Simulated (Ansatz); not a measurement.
**By hand: formation energy of O_i in Ti (hcp, P6₃/mmc)**

Consider the formation energy of O_i in Ti (hcp, P6₃/mmc). Reaction: 36 Ti (hcp) + 1/2 O2 (gas) → cell A.

A: a supercell of 36 sites of Ti (hcp, P6₃/mmc) with O off the lattice sites (6 Ti at 2.08 Å); spin state with PBE: run without spin.

Setting: static, neutral cells in Ansatz (PAW) whose structures rest at the PBE level. Ansatz (a program for electronic structure) runs with its PAW set soft_1. Other levels take these structures. The lattices are those relaxed with PBE, so at other levels the solids can be strained, which adds to the spread. Larger cells are relaxed from a start prepared with the learned potential CHGNet, on a coarser mesh till forces fall under 0.03 eV/Å, which some starts already meet. A dispersion term (D3(BJ), or D4 for r2SCAN) was computed beside these levels and is taken off wherever the name lacks it. Space groups of crystals are read within 0.01 Å. Mesh and cell size may move defect energies by 0.1 eV or more. Cell A has symmetry P-3m1 within 0.02 Å and got no random move, so less symmetric positions, which may lie lower, weren't tried.

Total energies of the cells in eV, at zero smearing width. They compare only within one column; the weights balance every element.

| cell | atoms | weight | r2SCAN | RPBE |
|---|---|---|---|---|
| A: Ti:O_i | 37 | +1 | -90729.48107 | -90717.19642 |
| Ti (hcp) | 36 | −1 | -90157.38666 | -90145.18659 |
| O2 (gas) | 2 | −1/2 | -1131.97288 | -1133.90065 |

r2SCAN: (-90729.48107) − (-90157.38666) − 1/2 × (-1131.97288) = -6.108 eV.

RPBE: (-90717.19642) − (-90145.18659) − 1/2 × (-1133.90065) = -5.060 eV.
